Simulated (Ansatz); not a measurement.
## Lattice constant a of TiMo₃ (model structure, started from the Cu3Au type, Pm-3m, No. 221, 4 atoms in the cell) at several levels of theory

No measured value is used here.

| level (code) | value (Å) |
|---|---|
| LDA (Ansatz) | 3.943 |
| PBEsol (Ansatz) | 3.972 |
| r²SCAN (Ansatz) | 4.004 |

The crystal itself was run without spin with LDA, PBEsol, r²SCAN; a magnetic state was not tried in these runs. LDA, PBEsol, r²SCAN: the run has no spin polarisation, so it can have missed a magnetic state. Cutoffs differ between the levels. Ansatz's density-functional and Hartree–Fock values are scalar-relativistic unless marked +SOC, with PAW data made under PBE.

A model structure was made by putting elements into a prototype or built by hand; it is no filed structure, need not be a known phase, and can be a saddle point held by its symmetry.

Ansatz is a program for electronic structure.
